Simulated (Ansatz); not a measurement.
Take MgO in the rock salt structure (space group Fm-3m, No. 225; a = 4.214 Å) as the base. Axes: x, y, z lie along the cube axes.

Method: PBEsol (Ansatz, a program for electronic structure; PAW; 420 eV plane waves; without spin-orbit coupling).

Strains are applied to the cell and any free atomic positions relax; under biaxial strain the out-of-plane vector relaxes too.

One change was made to it. Results:

The band gap drops by 0.04 eV to 4.58 eV; the gap character remains direct at Γ; the pressure (mean of the normal stresses, compression positive) stays essentially unchanged (0.00 GPa against 0.01 GPa); the valence-band top at Γ (three highest levels, from the VBM) changes from 0.00, 0.00, 0.00 eV to 0.00, -0.04, -0.09 eV.

**Question.** What was done to the base?
A. uniaxial strain ε_zz = −1.75 %
B. tensor shear ε_xy = −0.57 %
C. biaxial strain +4.14 %, plane normal [001], relaxed out of plane
D. strain tensor (xx, yy, zz, yz, xz, xy) = (−0.38, +1.43, +2.80, +0.06, −2.64, +0.56) %

**Answer.** B, tensor shear ε_xy = −0.57 %. For comparison, the band gap in the other runs: uniaxial strain ε_zz = −1.75 % gives 4.78 eV; biaxial strain +4.14 %, plane normal [001], relaxed out of plane gives 4.02 eV; strain tensor (xx, yy, zz, yz, xz, xy) = (−0.38, +1.43, +2.80, +0.06, −2.64, +0.56) % gives 4.03 eV.

Gaps are Kohn–Sham eigenvalue differences; semilocal functionals usually give less than the measured gap. Stability against distortions was not tested. Labels are those of the standard path for the cell's own space group.
